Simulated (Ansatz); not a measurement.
Base system: MgTe in the zinc blende structure (space group F-43m, No. 216; a = 6.509 Å).

Computed with Ansatz (a program for electronic structure) PBE, no spin-orbit coupling.

Strains are applied to the cell and any free atomic positions relax.

One change was made to it. Results:

| quantity | base | after |
|---|---|---|
| electron mass | 0.17 mₑ (at Γ) | 0.17 mₑ (at Γ) |
| band gap | 2.33 eV | 2.53 eV |
| pressure | -0.01 GPa | 1.68 GPa |
| energy relative to the base (free energy F) | 0 meV/atom | +7.7 meV/atom |

Q: Which of these changes matches the shifts?
A) isotropic strain −2.50 %
B) isotropic strain −1.50 %
C) isotropic strain −0.50 %

A: B, isotropic strain −1.50 %. For comparison, the band gap in the other runs: isotropic strain −0.50 % gives 2.39 eV; isotropic strain −2.50 % gives 2.67 eV.

Spin-orbit coupling, missing from the scalar runs, can matter with Te. Effective masses come from finite differences of ±0.01 Å⁻¹. Stability against distortions was not tested.
